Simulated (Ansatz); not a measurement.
A self-consistent single point of Rb₂LaInF₆ (Fm-3m, 10 atoms in the cell) with Ansatz (an electronic-structure program)

Level of theory: PBE (plane waves, PAW; Ansatz).

The input file:

Ansatz 0.2 input:
```yaml
# Rb2LaInF6
crystal:
  lattice:
    - [0.00000000, 4.91135200, 4.91135200]
    - [4.91135200, 0.00000000, 4.91135200]
    - [4.91135200, 4.91135200, 0.00000000]
  atoms:
    - { symbol: Rb, position: [0.25000000, 0.25000000, 0.25000000] }
    - { symbol: Rb, position: [0.75000000, 0.75000000, 0.75000000] }
    - { symbol: In, position: [0.50000000, 0.50000000, 0.50000000] }
    - { symbol: La, position: [0.00000000, 0.00000000, 0.00000000] }
    - { symbol: F, position: [0.74910000, 0.25090000, 0.25090000] }
    - { symbol: F, position: [0.25090000, 0.74910000, 0.74910000] }
    - { symbol: F, position: [0.25090000, 0.74910000, 0.25090000] }
    - { symbol: F, position: [0.74910000, 0.25090000, 0.74910000] }
    - { symbol: F, position: [0.25090000, 0.25090000, 0.74910000] }
    - { symbol: F, position: [0.74910000, 0.74910000, 0.25090000] }
basis:
  ecutwfc: 30.9 Ry
kpoints:
  mp_grid:
    grid: [3, 3, 3]
hamiltonian:
  xc: pbe
  pseudopotentials:
    kind: paw
scf:
  occupations:
    method: methfessel_paxton
    width: 0.0073 Ry
output:
  forces: true
  eigenvalues: true
  stress: true
```

Output, abridged:

```
WARN ansatz: RAYON_NUM_THREADS=1 ignored (pool sized by the plan → 1); use --threads N
Pseudopotentials: kind: paw
Pseudopotential: Rb, paw, valence charge 9
Pseudopotential: In, paw, valence charge 13
Pseudopotential: La, paw, valence charge 11
Pseudopotential: F, paw, valence charge 7
Crystal: 10 atoms, lattice volume = 236.937 Å³
Basis set: ecut = 420.4159175005146 eV, 4645 PW (Γ), exchange–correlation on 96×96×96 points (8 copies of the dense FFT grid, shifted against one another)
Bands: 52, of which v1, the nominal top of the filled ones, is band 42 counted from 1 (41 counted from 0)
Symmetry: 48 space group operations
Space group: Fm-3m (ITA 225), of the structure as read, at distance tolerance 6.2e-5 Å
k-points: 4 of 27
Initial density: superposition of atomic densities (neutral atoms: chi_scale 0, normalization atom), corrected by the library's trained network
Initial wavefunctions: pseudopotential atomic-orbital guess
Eigensolver: davidson
Functional: x = pbe(κ = 0.804, μ = 0.2195149727645171), c = pbe(β = 0.06672455060314922)
SCF iter   1: F=—  HF=-23245.200855 eV  |F-HF|=—  |Δ(HF+E_count)|=         —  Δρ=1.92e-3  dr2=2.87e-2  ethr=1.77e-3  ⟨swp⟩=6.5  Hψ=837  notcnv=0
all-band conjugate gradients solve this SCF's bands
preconditioner: auto → Resta (q_TF=auto, 2.295 Å⁻¹)
SCF iter   2: F=—  HF=-23245.195102 eV  |F-HF|=—  |Δ(HF+E_count)|=   5.75e-3  S|Δr|=    0.00e0  Δρ=1.02e-3  dr2=7.14e-3  ethr=3.41e-5  ⟨swp⟩=2.2  Hψ=434  notcnv=0  defer=1
SCF iter   3: F=—  HF=-23245.193940 eV  |F-HF|=—  |Δ(HF+E_count)|=   1.16e-3  S|Δr|=    0.00e0  Δρ=6.87e-4  dr2=1.14e-3  ethr=8.50e-6  ⟨swp⟩=2.0  Hψ=295  notcnv=0  defer=1
SCF iter   4: F=—  HF=-23245.193870 eV  |F-HF|=—  |Δ(HF+E_count)|=   6.98e-5  S|Δr|=    0.00e0  Δρ=3.58e-4  dr2=2.47e-4  ethr=1.36e-6  ⟨swp⟩=2.0  Hψ=351  notcnv=0  defer=1
SCF iter   5: F=—  HF=-23245.193867 eV  |F-HF|=—  |Δ(HF+E_count)|=   3.06e-6  S|Δr|=    0.00e0  Δρ=6.32e-5  dr2=1.16e-5  ethr=2.94e-7  ⟨swp⟩=2.0  Hψ=353  notcnv=0  defer=1
SCF iter   6: F=—  HF=-23245.193767 eV  |F-HF|=—  |Δ(HF+E_count)|=   1.00e-4  S|Δr|=    0.00e0  Δρ=1.42e-5  dr2=5.61e-7  ethr=1.38e-8  ⟨swp⟩=2.0  Hψ=357  notcnv=0  defer=1
SCF iter   7: F=-23245.193767 eV  HF=-23245.193767 eV  |F-HF|=3.38e-8  |Δ(HF+E_count)|=   6.64e-7  S|Δr|=    0.00e0  Δρ=3.01e-6  dr2=2.53e-8  ethr=1.19e-10  ⟨swp⟩=11.8  Hψ=1212  notcnv=0
SCF 1 converged in 7 iterations: F = -23245.193767 eV  dr2 = 2.53e-8
SCF converged after 7 iterations
Stability not checked (fill_not_monotonic)
Free energy (F): -23245.193767 eV
Harris-Foulkes:  -23245.193767 eV  (|F-HF|=3.38e-8)
Internal energy: -23245.193767 eV  (E = F + TS)
E sigma→0 (E₀):  -23245.193767 eV
Fermi energy:    5.930824 eV
Step filling:    the computed levels leave a gap of 1.7653 eV = 17.8 smearing widths
--- Per-component energies (eV) ---
  E_band       = -571.937731
  E_kinetic    = 2048.541047
  E_local      = -7186.211482  (includes V_loc(G=0)·N_el)
  E_nonlocal   = 1248.336293
  E_hartree    = 2640.361313
  E_xc         = -1096.692726
  E_vxc        = -1135.840825  (∫ρ·V_xc dr)
  E_paw        = -16004.050235  (= ΣΔE_a)
  E_vpaw       = -827.498647  (= ΣTr[D̂ρ^β])
  E_aug_tail   = 0.012344  (compensation charges beyond the density's cutoff)
  E_ewald      = -4895.490321
  E_smearing   = 0.000000  (= −TS)
  E_closure    = -0.000000  (closes the sum)
  Σ components = -23245.193767   (vs F -23245.193767, Δ=0.00e0)
--- Forces (eV/Å), atoms counted from 1 ---
  atom   1  Rb     0.00000000     0.00000000     0.00000000
  atom   2  Rb     0.00000000     0.00000000    -0.00000000
  atom   3  In     0.00000000    -0.00000000    -0.00000000
  atom   4  La    -0.00000000     0.00000000     0.00000000
  atom   5  F     -1.69902476     0.00000000    -0.00000000
  atom   6  F      1.69902476    -0.00000000     0.00000000
  atom   7  F     -0.00000000    -1.69902476     0.00000000
  atom   8  F     -0.00000000     1.69902476    -0.00000000
  atom   9  F      0.00000000    -0.00000000    -1.69902476
  atom  10  F     -0.00000000     0.00000000     1.69902476
  max |Σ_I F_I| component: 6.68e-16 eV/Å
--- Stress (GPa, compression-positive) ---
       -1.750885       0.000000       0.000000
       -0.000000      -1.750885       0.000000
        0.000000       0.000000      -1.750885
  P = ⅓ Tr σ = -1.7509 GPa (-17.509 kbar)
  The stress holds the Pulay correction. Without it, at fixed plane waves, as pw.x and ABINIT print it: P = -2.0460 GPa
--- Band table (eV) ---
  k-point 0: bands = ["-27.9270", "-22.6050", "-22.5983", "-18.1663", "-18.1663", "-18.1663", "-18.0481", "-18.0481", "-18.0438", "-11.3923", "-11.3923", "-11.3923", "-7.9459", "-7.9459", "-7.9459", "-7.9411", "-7.9411", "-6.7081", "-6.7081", [...]
  k-point 1: bands = ["-27.9269", "-22.6031", "-22.5998", "-18.2065", "-18.1621", "-18.1621", "-18.0528", "-18.0528", "-18.0035", "-11.3982", "-11.3949", "-11.3949", "-7.9450", "-7.9450", "-7.9437", "-7.9272", "-7.9272", "-6.6908", "-6.6908", [...]
  k-point 2: bands = ["-27.9269", "-22.6031", "-22.5997", "-18.1809", "-18.1674", "-18.1674", "-18.0808", "-18.0475", "-17.9978", "-11.3948", "-11.3912", "-11.3912", "-7.9444", "-7.9444", "-7.9439", "-7.9412", "-7.9306", "-6.6997", "-6.6997", [...]
  k-point 3: bands = ["-27.9269", "-22.6013", "-22.6013", "-18.1971", "-18.1671", "-18.1627", "-18.0725", "-18.0524", "-17.9903", "-11.3966", "-11.3944", "-11.3900", "-7.9443", "-7.9437", "-7.9435", "-7.9352", "-7.9273", "-6.6931", "-6.6855", [...]
```

The run converged in 7 iterations.

The starting cell was generated: these elements placed on a structure prototype, without a prior relaxation; it need not be a known phase or ordering of this composition. Its lattice was rescaled by a random factor within 2.5 % of one. Forces in this geometry exceed 1 eV/Å. Ansatz's pressure includes its estimate of the finite-basis (Pulay) stress.
